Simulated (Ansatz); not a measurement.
Given:

```yaml
crystal:
  lattice:
    - [0.00000, 2.78986, 2.78986]
    - [2.78986, 0.00000, 2.78986]
    - [2.78986, 2.78986, 0.00000]
  atoms:
    - { symbol: Si, position: [0.00000, 0.00000, 0.00000] }
    - { symbol: Si, position: [0.25000, 0.25000, 0.25000] }
```

No spin polarisation.

Method: PBE (Ansatz, an electronic-structure program, PAW, without spin-orbit coupling). Γ-centred 10×10×10 mesh, Fermi–Dirac width 0.05 eV.

### Question
Estimate the pressure.

### Answer
-4.64 GPa.

### Question
Predict the electron mass.

### Answer
0.98 mₑ along k, 0.20 mₑ across (off the special points).

### Question
What band gap does the calculation give?

### Answer
0.71 eV.

The cells carry an imposed strain or load. Effective masses come from finite differences of ±0.01 Å⁻¹. Along k means along the line from Γ to the band edge. Stability against distortions was not tested. The cell was made from Si in the diamond structure (space group Fd-3m, No. 227) by this change: isotropic strain +2.00 %.
